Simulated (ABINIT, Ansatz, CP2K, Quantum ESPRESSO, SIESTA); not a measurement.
Code comparison for LaS (Fm-3m, 2 atoms in the cell)

Self-consistent single point.

```
LaS
1.0
    0.00000     2.94160     2.94160
    2.94160     0.00000     2.94160
    2.94160     2.94160     0.00000
La S
1 1
Cartesian
  0.00000   0.00000   0.00000
  2.94160   2.94160   2.94160
```

All programs got the same cell, k-point mesh and kind of occupations (in Ansatz's words: kpoints.mp_grid.grid = 7 7 7; scf.occupations.method = fermi_dirac; scf.occupations.width = 0.0073 Ry); potentials, basis and cutoffs are each program's usual ones.

```json
[
 {"code": "CP2K", "model": "PBEsol, GPW, DZVP-MOLOPT-SR-GTH basis, GTH-PBE potentials (GTH_POTENTIALS)", "pressure (GPa)": "-2.09", "k-points": "172", "cutoff": "grid 500 Ry"},
 {"code": "Ansatz", "model": "PBEsol, PAW files made with PBE", "pressure (GPa)": "-3.14", "k-points": "20", "cutoff": "default"},
 {"code": "ABINIT", "model": "PBEsol, norm-conserving pseudopotentials (PseudoDojo nc-sr-04 PBEsol standard)", "pressure (GPa)": "-3.23", "k-points": "20", "cutoff": "1497 eV"},
 {"code": "Quantum ESPRESSO", "model": "PBEsol, GBRV 1.5 ultrasoft (PBESOL) pseudopotentials", "pressure (GPa)": "-3.14", "k-points": "20", "cutoff": "40 Ry"},
 {"code": "SIESTA", "model": "GGA PBEsol, numerical atomic orbitals DZP, PseudoDojo PBEsol standard norm-conserving potentials (rewritten from UPF to PSML)", "pressure (GPa)": "-0.34", "k-points": "172", "cutoff": "grid 400 Ry"}
]
```

The spread over the programs that give each value: pressure within 2.89 GPa.

The starting cell comes from a database of computed structures (which also holds hypothetical and non-ambient phases and stackings), without a prior relaxation at this level. On Ansatz's run: In the base run, with a pressure of about -3 GPa the cell is away from its equilibrium volume at this level.

Problem. Why do the programs differ, and what cannot be compared?

Solution. Differences of this kind can come from the potentials, where these differ, and from what each basis and cutoff leave unconverged. The zero of total energies and Fermi levels follows the potentials and each program's conventions, so they are not compared here. CP2K and SIESTA use small atom-centred bases, whose incompleteness enters pressures, forces and empty levels differently from a plane-wave cutoff. Ansatz's pressure is given at a fixed set of plane waves, as the other plane-wave codes print theirs. Ansatz's smearing width was typed in Ry to four decimals, so it matches the others to a few per cent. The programs reduce the same mesh by symmetry to different extents, which changes the work and not the result. In the pressure, CP2K (by 1.05) and SIESTA (by 2.81) lie more than 1 GPa from the median of the plane-wave programs.

Left out of this page: Elk and FLEUR (not drawn, or without a comparable value).

Ansatz is a quantum-chemistry and plane-wave program.

Keys are those of Ansatz 0.2.
